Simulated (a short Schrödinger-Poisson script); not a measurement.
System: symmetric double-gate stack, SiO2 on p-type Ge(100), at 400 K.

```
layer  material  thickness (nm)  Na (cm⁻³)
-----  --------  --------------  ---------
1          SiO2             0.9          -
2            Ge               5       3e16
3          SiO2             0.9          -
```

Constants are typed, rounded textbook-type inputs, not results; the design itself was drawn at random and stands for no fabricated device. SiO2: permittivity 3.9, conduction-band edge (eV) 3.1, gap (eV) 9, electron mass (mₑ) 0.5. Ge: permittivity 16, conduction-band edge (eV) 0, gap (eV) 0.664, Nv at 300 K (cm⁻³) 6e18.

Channel valleys (confinement mass, in-plane density-of-states mass, number): L4 0.12, 0.295, 4. At the gates, both at one voltage, the conduction-band edge of layer 1 lies 3.26 eV − eVg above the Fermi level of the channel. Gaps are held at their typed values at every temperature. Mesh 0.03 nm at interfaces.

Solved with a short Schrödinger-Poisson script written for these runs: 1D Poisson equation in equilibrium, electrons quantum, Hartree (BenDaniel-Duke, 12 states a valley, the channel's in-plane mass for all, wave functions free to enter the dielectric), parabolic valleys, classical holes, full ionisation, no traps, pinning or gate leakage.

The same stack at other levels of the model or other numerical settings:

```tsv
run	sheet density of all electrons at Vg = 0.85 V (cm⁻²)	sheet density of all electrons at Vg = 0.25 V (cm⁻²)	capacitance of both gates at Vg = 0.85 V (μF/cm²)	gate voltage at 1e11 electrons/cm² (V)	rough cost against the base
base	2.12e13	2.60e12	5.39	0.07	about 1
electrons treated as classical, Boltzmann	2.79e13	?	?	0.01	0.07
electrons treated as classical, Fermi-Dirac	?	4.18e12	5.98	0.01	0.2
mesh six times as coarse	2.10e13	2.53e12	5.37	0.07	0.4
one subband a valley	2.12e13	2.60e12	5.38	0.07	0.5
```

Question: Complete the blanks.

Answer: 
- electrons treated as classical, Fermi-Dirac, sheet density of all electrons at Vg = 0.85 V (cm⁻²): 2.51e13
- electrons treated as classical, Boltzmann, capacitance of both gates at Vg = 0.85 V (μF/cm²): 6.87
- electrons treated as classical, Boltzmann, sheet density of all electrons at Vg = 0.25 V (cm⁻²): 4.40e12

The classical rows ignore confinement, and Boltzmann statistics overrate the density once the band edge passes the Fermi level.

Only the L valleys are kept; under strong confinement the Δ valleys of Ge fill too.
